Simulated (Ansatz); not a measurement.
CuI under a change: strain tensor (xx, yy, zz, yz, xz, xy) = (+1.61, −1.83, −1.98, +0.16, −0.02, +1.23) %

Take CuI in the zinc blende structure (space group F-43m, No. 216; a = 5.939 Å) as the base. Axes: x, y, z lie along the cube axes.

Perturbation: strain tensor (xx, yy, zz, yz, xz, xy) = (+1.61, −1.83, −1.98, +0.16, −0.02, +1.23) %, atoms relaxed at fixed cell.

Level of theory: Ansatz (an electronic-structure program) PBEsol, without spin-orbit coupling, earlier PAW set. Γ-centred 10×10×10 mesh, Fermi–Dirac width 0.05 eV.

The volume per atom drops by 0.59 Å³ (26.19 Å³ → 25.60 Å³) and the space group goes from F-43m (No. 216) to P1 (No. 1). The shortest interatomic distance shrinks by 0.037 bohr (4.860 bohr → 4.823 bohr) and the energy increases by 4.6 meV/atom. The pressure (mean of the normal stresses, compression positive) grows by 1.16 GPa, from -0.01 GPa to 1.15 GPa and the band gap increases by 0.03 eV to 1.20 eV. The gap character stays direct at Γ and the valence-band top at Γ (three highest levels, from the VBM) becomes 0.00, -0.01, -0.09 eV (base: 0.00, 0.00, 0.00 eV). The valley order (the lowest conduction-band minima on the path, energy above the VBM, named in the base's zone) becomes Γ 1.20 eV; L along [1-11] 1.99 eV; L along [1-1-1] 2.01 eV; L along [11-1] 2.18 eV (base: Γ 1.17 eV; L along ⟨111⟩ 2.11 eV; X along ⟨100⟩ 2.47 eV) and the largest internal atomic displacement comes out as 0.017 Å. The stress (xx, yy, zz, yz, xz, xy; compression positive) amounts to (0.68, 1.37, 1.40, -0.08, 0.01, -0.59) GPa.

Cost of the whole job for the changed cell (relaxation, final SCF and bands): about 4 core-minutes (a rough figure).

With I present, leaving out spin-orbit coupling can change the band edges. Stability against distortions was not tested. All final runs are without spin polarisation. Labels are those of the standard path for the cell's own space group.
